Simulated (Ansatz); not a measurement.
**ZnCu2SnSe4 (space group I-4, No. 82)**

```
CELL_PARAMETERS angstrom
     -2.82908     2.82908     5.65894
      2.82908    -2.82908     5.65894
      2.82908     2.82908    -5.65894
ATOMIC_POSITIONS crystal
  Cu 0.00000 0.00000 0.00000
  Cu 0.75000 0.25000 0.50000
  Zn 0.25000 0.75000 0.50000
  Sn 0.50000 0.50000 0.00000
  Se 0.64014 0.63009 0.53165
  Se 0.09844 0.10849 0.46835
  Se 0.36991 0.90156 0.01004
  Se 0.89151 0.35986 0.98996
```

Calculations: PBEsol (Ansatz, an electronic-structure program; PAW; 420 eV plane waves; no spin-orbit coupling). Γ-centred 8×8×8 mesh, Fermi–Dirac width 0.05 eV.

```yaml
volume_per_atom: 22.65 Å³
density: 5.75 g/cm³
band_gap: zero
Lowest conduction-band minima above the VBM: Γ 0.02 eV; X (0, 0, 1/2) 0.13 eV; M (1/2, 1/2, 1/2) 0.83 eV
total_energy: -5513.494 eV/atom (σ→0; compares only within this code and set-up)
```

Stability against distortions was not tested. All final runs are without spin polarisation. Gaps under 0.05 eV, about the width of the smearing, are given as zero. A zero or small gap of ZnCu2SnSe4 can be the functional's error rather than a property of the material.
